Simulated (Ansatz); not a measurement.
**Ti3GeC2 (P6₃/mmc, No. 194; cell taken from a computed entry)**

Level of theory: LDA in Ansatz (plane waves, PAW).

Run with plane-wave cutoff 520 eV, 24×24×4 k mesh (along the axes of the cell as run), Fermi–Dirac smearing 0.047 eV (set by the program), no spin polarisation, scalar-relativistic PAW data made under PBE.

Cell: relaxed at this level.

```yaml
Voigt–Reuss–Hill bulk modulus: 200 GPa
Voigt–Reuss–Hill shear modulus (Hill average): 147 GPa
young_modulus: 354 GPa
poisson_ratio: 0.205
```

Note: the relaxation could not lower the start's symmetry, so the cell can be a saddle point above a distorted one.

Elastic constants are with the ions relaxed.

Computed values are for the static lattice.

Ansatz is a program for electronic structure.
